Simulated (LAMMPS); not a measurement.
Surface tension of liquid NiAl over temperature.

Computed with classical MD, pair style meam, file MoCoNiVFeAlCr_2nn.meam; code LAMMPS.

| T (K) | surface tension | excess energy |
|---|---|---|
| 1900 | 0.79 ± 0.03 N/m | 1.3 J/m² |
| 2180 | 0.72 ± 0.04 N/m | 1.3 J/m² |
| 2560 | 0.68 ± 0.03 N/m | 1.4 J/m² |

Caution (row 1900): this liquid lies under the melting point of about 2110 K that MEAM MoCoNiVFeAlCr_2nn.meam gives, so it is undercooled.

The ± values are statistical; the model's systematic error is not in them.
